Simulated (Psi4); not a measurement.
Psi4 1.11, unrestricted PBE0/def2-svp: Na(OH) cation ([OH][Na]), charge +1, multiplicity 2, 3 atoms. The geometry is a generated start, not checked to be a minimum at this level.

| Item | Value |
|---|---|
| task | energy |
| method | pbe0 |
| basis | def2-svp |
| memory | 3 GB |
| maxiter | 100 |
| keys of the molecule block | symmetry c1 |
| scf_type | df (default) |
| e_convergence | 1e-06 (default) |
| d_convergence | 1e-06 (default) |
| dft_radial_points | 75 (default) |
| dft_spherical_points | 302 (default) |
| basis functions | 34 |
| grid points | 65232 |

```xyz
3

Na    -0.9972    -0.7468    -0.8397
O      0.2783     0.0014     0.2181
H      0.7188     0.7454     0.6215
```

Charge 1 and multiplicity 2 are set for this test and not shown to be the ground state.

With the defaults (guess = auto, which took SAD, damping_percentage = 0, diis = true, scf_initial_accelerator = adiis, level_shift = 0, level_shift_cutoff = 0.01, diis_max_vecs = 10) it converges in 7 SCF iterations. One run each on 2 threads, with these changes:
- guess = gwh
- level_shift = 0.5, level_shift_cutoff = 0.001
- damping_percentage = 60, diis = false, scf_initial_accelerator = none
- guess = core
- guess = modhuckel
- guess = sadno
- damping_percentage = 20
- damping_percentage = 60
- guess = huckel
- diis_max_vecs = 20

**Question.** Which runs fail or end elsewhere than the default run?

**Answer.** No convergence: damping_percentage = 60; damping_percentage = 60, diis = false, scf_initial_accelerator = none (the run ends without SCF convergence in 100 iterations). Another solution: guess = core (25 meV higher); guess = sadno (25 meV higher); guess = huckel (25 meV higher); guess = modhuckel (25 meV higher). The rest reach the solution of the defaults.

| setting | SCF iterations | end |
|---|---|---|
| the defaults | 7 | same solution |
| level_shift = 0.5, level_shift_cutoff = 0.001 | 7 | same solution |
| diis_max_vecs = 20 | 7 | same solution |
| guess = gwh | 8 | same solution |
| damping_percentage = 20 | 16 | same solution |
| guess = sadno | 9 | other solution, 25 meV higher |
| guess = huckel | 9 | other solution, 25 meV higher |
| guess = modhuckel | 9 | other solution, 25 meV higher |
| guess = core | 10 | other solution, 25 meV higher |
| damping_percentage = 60 | 100 | no convergence |
| damping_percentage = 60, diis = false, scf_initial_accelerator = none | 100 | no convergence |
